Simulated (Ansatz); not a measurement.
## Ansatz run on BaLuSi2O6F (P-1, 22 atoms in the cell): self-consistent single point

Method of the run: PBEsol, default PAW files made with PBE (plane waves; Ansatz, a program for electronic structure).

Input:

Ansatz 0.2 input:
```yaml
crystal:
  lattice:
    - [5.576373, 0.000000, 0.000000]
    - [-0.382617, 7.276469, 0.000000]
    - [-1.862112, -2.872451, 8.429698]
  atoms:
    - { symbol: Ba, position: [0.757820, 0.257690, 0.045740] }
    - { symbol: Ba, position: [0.242180, 0.742310, 0.954260] }
    - { symbol: Lu, position: [0.163200, 0.147840, 0.700580] }
    - { symbol: Lu, position: [0.836800, 0.852160, 0.299420] }
    - { symbol: Si, position: [0.384500, 0.177500, 0.368300] }
    - { symbol: Si, position: [0.615500, 0.822500, 0.631700] }
    - { symbol: Si, position: [0.678400, 0.440000, 0.709700] }
    - { symbol: Si, position: [0.321600, 0.560000, 0.290300] }
    - { symbol: O, position: [0.613200, 0.313300, 0.517300] }
    - { symbol: O, position: [0.386800, 0.686700, 0.482700] }
    - { symbol: O, position: [0.166700, 0.088800, 0.437700] }
    - { symbol: O, position: [0.833300, 0.911200, 0.562300] }
    - { symbol: O, position: [0.251600, 0.325600, 0.273800] }
    - { symbol: O, position: [0.748400, 0.674400, 0.726200] }
    - { symbol: O, position: [0.507500, 0.015500, 0.249700] }
    - { symbol: O, position: [0.492500, 0.984500, 0.750300] }
    - { symbol: O, position: [0.447800, 0.414000, 0.792700] }
    - { symbol: O, position: [0.552200, 0.586000, 0.207300] }
    - { symbol: O, position: [0.931200, 0.377200, 0.801700] }
    - { symbol: O, position: [0.068800, 0.622800, 0.198300] }
    - { symbol: F, position: [0.146400, 0.097500, 0.923300] }
    - { symbol: F, position: [0.853600, 0.902500, 0.076700] }
basis:
  ecutwfc: 420.0
kpoints:
  mp_grid: { grid: [3, 3, 2] }
hamiltonian:
  xc: pbesol
  pseudopotentials: { kind: paw }
scf:
  occupations: { method: fermi_dirac, width: 0.1 }
output:
  forces: true
  eigenvalues: true
  stress: true
```

Output, abridged:

```
WARN ansatz: RAYON_NUM_THREADS=1 ignored (pool sized by the plan → 1); use --threads N
Pseudopotentials: kind: paw
Pseudopotential: Ba, paw, valence charge 10
Pseudopotential: Lu, paw, valence charge 25
Pseudopotential: Si, paw, valence charge 4
Pseudopotential: O, paw, valence charge 6
Pseudopotential: F, paw, valence charge 7
Crystal: 22 atoms, lattice volume = 342.046 Å³
Basis set: ecut = 420 eV, 6681 PW (Γ), exchange–correlation on 80×100×128 points (8 copies of the dense FFT grid, shifted against one another)
Bands: 108, of which v1, the nominal top of the filled ones, is band 86 counted from 1 (85 counted from 0)
Symmetry: 2 space group operations
Space group: P-1 (ITA 2), of the structure as read, at distance tolerance 7.0e-5 Å
k-points: 10 of 18
PAW frozen core: Ba, regenerated for the run's functional, and the local potential with it
PAW frozen core: Lu, regenerated for the run's functional, and the local potential with it
PAW frozen core: Si, regenerated for the run's functional, and the local potential with it
PAW frozen core: O, regenerated for the run's functional, and the local potential with it
PAW frozen core: F, regenerated for the run's functional, and the local potential with it
Initial density: superposition of atomic densities (neutral atoms: chi_scale 0, normalization atom), corrected by the library's trained network
Initial wavefunctions: pseudopotential atomic-orbital guess
Eigensolver: davidson
Functional: x = pbesol(κ = 0.804, μ = 0.12345679012345678), c = pbesol(β = 0.046)
SCF iter   1: F=—  HF=-51800.247432 eV  |F-HF|=—  |Δ(HF+E_count)|=         —  Δρ=1.21e-2  dr2=3.90e-1  ethr=1.77e-3  ⟨swp⟩=12.6  Hψ=6818  notcnv=0  defer=3
all-band conjugate gradients solve this SCF's bands
preconditioner: auto → Resta (q_TF=auto, 2.433 Å⁻¹)
SCF iter   2: F=—  HF=-51800.154822 eV  |F-HF|=—  |Δ(HF+E_count)|=   9.26e-2  Δρ=2.27e-3  dr2=8.18e-3  ethr=2.27e-4  ⟨swp⟩=2.0  Hψ=2035  notcnv=0  defer=158
SCF iter   3: F=—  HF=-51800.153617 eV  |F-HF|=—  |Δ(HF+E_count)|=   1.20e-3  Δρ=8.75e-4  dr2=2.29e-3  ethr=4.76e-6  ⟨swp⟩=3.3  Hψ=2250  notcnv=0  defer=158
SCF iter   4: F=—  HF=-51800.154400 eV  |F-HF|=—  |Δ(HF+E_count)|=   7.82e-4  Δρ=4.93e-4  dr2=7.15e-4  ethr=1.33e-6  ⟨swp⟩=2.8  Hψ=2110  notcnv=0  defer=158
SCF iter   5: F=—  HF=-51800.154292 eV  |F-HF|=—  |Δ(HF+E_count)|=   1.08e-4  Δρ=2.02e-4  dr2=1.04e-4  ethr=4.16e-7  ⟨swp⟩=3.0  Hψ=1879  notcnv=0  defer=158
SCF iter   6: F=—  HF=-51800.154322 eV  |F-HF|=—  |Δ(HF+E_count)|=   3.04e-5  Δρ=7.93e-5  dr2=1.95e-5  ethr=6.05e-8  ⟨swp⟩=2.0  Hψ=1781  notcnv=0  defer=158
SCF iter   7: F=—  HF=-51800.154334 eV  |F-HF|=—  |Δ(HF+E_count)|=   1.25e-5  Δρ=6.82e-5  dr2=1.05e-5  ethr=1.14e-8  ⟨swp⟩=3.6  Hψ=2149  notcnv=0  defer=158
SCF iter   8: F=—  HF=-51800.154332 eV  |F-HF|=—  |Δ(HF+E_count)|=   2.63e-6  Δρ=2.17e-5  dr2=1.05e-6  ethr=6.13e-9  ⟨swp⟩=2.0  Hψ=1716  notcnv=0  defer=158
SCF iter   9: F=—  HF=-51800.154332 eV  |F-HF|=—  |Δ(HF+E_count)|=   4.41e-8  Δρ=1.05e-5  dr2=2.55e-7  ethr=6.08e-10  ⟨swp⟩=2.9  Hψ=1797  notcnv=0  defer=158
SCF iter  10: F=-51800.154332 eV  HF=-51800.154332 eV  |F-HF|=5.77e-9  |Δ(HF+E_count)|=   6.88e-8  Δρ=3.79e-6  dr2=3.26e-8  ethr=5.81e-11  ⟨swp⟩=17.5  Hψ=8914  notcnv=0
SCF 1 converged in 10 iterations: F = -51800.154332 eV  dr2 = 3.26e-8
SCF converged after 10 iterations
Free energy (F): -51800.154332 eV
Harris-Foulkes:  -51800.154332 eV  (|F-HF|=5.77e-9)
Internal energy: -51800.154332 eV  (E = F + TS)
E sigma→0 (E₀):  -51800.154332 eV
Fermi energy:    7.475006 eV
--- Per-component energies (eV) ---
  E_band       = -605.274029
  E_kinetic    = 3866.351888
  E_local      = -25202.599823  (includes V_loc(G=0)·N_el)
  E_nonlocal   = 2101.867433
  E_hartree    = 10439.458948
  E_xc         = -2021.327685
  E_vxc        = -2303.882968  (∫ρ·V_xc dr)
  E_paw        = -29005.414822  (= ΣΔE_a)
  E_vpaw       = 54.042999  (= ΣTr[D̂ρ^β])
  E_aug_tail   = 0.033869  (compensation charges beyond the density's cutoff)
  E_ewald      = -11981.845925
  E_core_change = 3.321784  (= ΣΔE_core)
  E_smearing   = -0.000000  (= −TS)
  E_closure    = -0.000000  (closes the sum)
  Σ components = -51800.154332   (vs F -51800.154332, Δ=0.00e0)
--- Forces (eV/Å), atoms counted from 1 ---
  atom   1  Ba     0.29178202     0.10975017    -0.18330168
  atom   2  Ba    -0.29178202    -0.10975017     0.18330168
  atom   3  Lu     0.05184724     0.05158417     0.11662245
  atom   4  Lu    -0.05184724    -0.05158417    -0.11662245
  atom   5  Si    -0.22423103     0.05381756     0.38334849
  atom   6  Si     0.22423103    -0.05381756    -0.38334849
  atom   7  Si     0.04346666    -0.16528566     0.06248677
  atom   8  Si    -0.04346666     0.16528566    -0.06248677
  atom   9  O     -0.45246212    -0.09799388     0.17203298
  atom  10  O      0.45246212     0.09799388    -0.17203298
  atom  11  O      0.25321815     0.07640074    -0.03207345
  atom  12  O     -0.25321815    -0.07640074     0.03207345
  atom  13  O      0.32801148     0.20010201     0.22212458
  atom  14  O     -0.32801148    -0.20010201    -0.22212458
  atom  15  O      0.07796281    -0.02253034     0.13974751
  atom  16  O     -0.07796281     0.02253034    -0.13974751
  atom  17  O      0.34585433    -0.09273507    -0.44911309
  atom  18  O     -0.34585433     0.09273507     0.44911309
  atom  19  O     -0.33502425     0.19298434    -0.52076691
  atom  20  O      0.33502425    -0.19298434     0.52076691
  atom  21  F      0.06693009     0.03170255    -0.34543471
  atom  22  F     -0.06693009    -0.03170255     0.34543471
  max |Σ_I F_I| component: 0.00e0 eV/Å
--- Stress (GPa, compression-positive) ---
       -8.755718      -0.079911       0.016081
       -0.079911      -8.398043      -0.313363
        0.016081      -0.313364      -8.233147
  P = ⅓ Tr σ = -8.4623 GPa (-84.623 kbar)
  The stress holds the Pulay correction. Without it, at fixed plane waves, as pw.x and ABINIT print it: P = -8.9924 GPa
--- Band table (eV; the first three rows and the last of 10) ---
  k-point 0: bands = ["-48.2243", "-48.2215", "-19.8614", "-19.8090", "-19.2304", "-19.1989", "-19.0623", "-19.0160", "-19.0009", "-18.9849", "-15.6168", "-15.5501", "-13.6146", "-13.0792", "-12.8982", "-12.2345", "-11.7017", "-11.5466", "-11.5426", [...]
  k-point 1: bands = ["-48.2243", "-48.2215", "-19.8605", "-19.8091", "-19.2401", "-19.1929", "-19.0617", "-19.0162", "-19.0007", "-18.9824", "-15.6104", "-15.5560", "-13.6258", "-13.0656", "-12.9020", "-12.2335", "-11.6806", "-11.5458", "-11.5320", [...]
  k-point 2: bands = ["-48.2243", "-48.2215", "-19.8527", "-19.8180", "-19.2321", "-19.1991", "-19.0611", "-19.0161", "-19.0008", "-18.9837", "-15.6175", "-15.5504", "-13.5810", "-13.0541", "-12.9626", "-12.2299", "-11.8491", "-11.5966", "-11.3879", [...]
  k-point 9: bands = ["-48.2243", "-48.2215", "-19.8404", "-19.8222", "-19.2404", "-19.1950", "-19.0609", "-19.0197", "-19.0013", "-18.9833", "-15.6194", "-15.5585", "-13.5829", "-13.0603", "-12.9311", "-12.2311", "-11.7638", "-11.4788", "-11.4603", [...]
```

The run converged in 10 iterations.

The starting cell comes from a database of published, mostly measured structures (it also holds non-ambient and calculated ones), without a prior relaxation at this level. Its lattice was rescaled by a random factor within 2.5 % of one. Spin-orbit coupling is off. With a pressure of about -8 GPa the cell is away from its equilibrium volume at this level. Ansatz's pressure includes its estimate of the finite-basis (Pulay) stress. Without the estimate this run gives -8.99 GPa.

Cost on one core of a shared machine: roughly 30 s.
